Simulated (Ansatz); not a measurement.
# Response to strain in GaN

Base system: GaN in the wurtzite structure (space group P6_3mc, No. 186; a = 3.218 Å, c = 5.243 Å). Axes: x lies along a and z along c of the hexagonal cell.

Strains are applied to the cell and any free atomic positions relax; under biaxial strain the out-of-plane vector relaxes too.

Method: Ansatz (an electronic-structure program) PBE, no spin-orbit coupling.

| biaxial strain, plane normal [001], relaxed out of plane (%) | out-of-plane strain (%) |
|---|---|
| -3 | 1.38 |
| -2.4 | 1.10 |
| -1.8 | 0.82 |
| -1.2 | ? |
| -0.6 | 0.27 |
| 0 | 0.00 |

Question: Fit ε⊥ = −νε + γε² (strains in %) to the rows shown and predict the withheld row.

Answer: Least squares on the printed values gives ν = 0.45 (the biaxial Poisson response) and γ = 0.004 (largest residual 0.00 %); this predicts 0.54 %, and the run gives 0.54 %, in agreement.

Stability against distortions was not tested.
